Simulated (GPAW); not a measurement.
Worked example: self-consistent single point of GaBi (F-43m, 2 atoms in the cell) in GPAW.

Method of the run: LDA (Perdew-Wang 92), GPAW PAW datasets LDA (gpaw-data 1.0.1) (plane waves; GPAW).

The change in words: lattice scaled by 0.98. Reference geometry:
```
GaBi
1.0
    0.00000     3.18267     3.18267
    3.18267     0.00000     3.18267
    3.18267     3.18267     0.00000
Ga Bi
1 1
Cartesian
  1.59133   1.59133   1.59133
  0.00000   0.00000   0.00000
```

Reference input (self-consistent single point, DFT LDA (Perdew-Wang 92), plane waves, GPAW PAW datasets LDA (gpaw-data 1.0.1)): mode = pw; ecut = 600 eV; xc = LDA; kpts = 12 12 12; mesh shift (steps) = 0 0 0; occupations.name = methfessel-paxton; occupations.width = 0.2 eV; occupations.order = 0; nbands = -8; convergence.forces = 0.001 eV/Å; symmetry.symmorphic = false; symmetry.tolerance = 0.0005. This run's input differs from it in these lines:

```diff
@@ -5,5 +5,5 @@
 atoms = Atoms(['Ga', 'Bi'],
-              cell=[[0.000000, 3.182665, 3.182665],
-                    [3.182665, 0.000000, 3.182665],
-                    [3.182665, 3.182665, 0.000000]],
+              cell=[[0.000000, 3.119012, 3.119012],
+                    [3.119012, 0.000000, 3.119012],
+                    [3.119012, 3.119012, 0.000000]],
               scaled_positions=[[0.250000, 0.250000, 0.250000],
```

Output, abridged:

```
     iter     time        total  log10-change:
                         energy   eigst   dens  force
iter:   1 --:--:--    -8.996425
iter:   2 --:--:--    -8.999299   -1.93  -1.30
iter:   3 --:--:--    -8.957349   -2.54  -1.32
iter:   4 --:--:--    -8.960381   -3.32  -2.03
iter:   5 --:--:--    -8.959952c  -4.16  -2.15
iter:   6 --:--:--    -8.959437c  -4.14  -2.29
iter:   7 --:--:--    -8.959475c  -4.86  -3.09
iter:   8 --:--:--    -8.959512c  -5.36  -3.30
iter:   9 --:--:--    -8.959509c  -6.73  -3.43
iter:  10 --:--:--    -8.959517c  -5.54  -3.54
iter:  11 --:--:--    -8.959517c  -7.01  -3.88
iter:  12 --:--:--    -8.959517c  -8.32c -4.59c
iter:  13 --:--:--    -8.959516c  -8.10c -4.64c -16.61c
Converged after 13 iterations.

Dipole moment: (-2.598750, -2.598750, -2.598750) |e|*Ang

Energy contributions relative to reference atoms: (reference = -637346.403778)

Kinetic:        +28.876022
Potential:      -25.285372
External:        +0.000000
XC:             -11.169893
Entropy (-ST):   -0.003641
Local:           -1.378453
SIC:             +0.000000
--------------------------
Free energy:     -8.961337
Extrapolated:    -8.959516

Showing only first 2 kpts
 Kpt  Band  Eigenvalues  Occupancy
  0     7      4.86101    0.39640
  0     8      4.86101    0.39640
  0     9      4.86101    0.39640
  0    10      7.55204    0.00000

  1     7      4.49555    1.91745
  1     8      4.49555    1.91745
  1     9      5.59774    0.00000
  1    10      7.18072    0.00000

Fermi level: 4.74107

No gap
No difference between direct/indirect transitions
Energy (eV): -8.959516

Forces in eV/Ang:
  0 Ga   -0.00000    0.00000   -0.00000
  1 Bi    0.00000    0.00000   -0.00000

Stress tensor:
    -0.002005     0.000000     0.000000
     0.000000    -0.002005     0.000000
     0.000000     0.000000    -0.002005
Stress (GPa, Voigt): [-0.3213 -0.3213 -0.3213  0.      0.      0.    ]
```

The run converged in 13 iterations. GPAW prints stress with tension positive. Against the reference run the free energy goes down by 11.8 meV/atom and the pressure goes from -2.20 to 0.32 GPa.

The starting cell comes from a database of computed structures (which also holds hypothetical and non-ambient phases and stackings), without a prior relaxation at this level. For this run, on top of that: lattice scaled by 0.98.
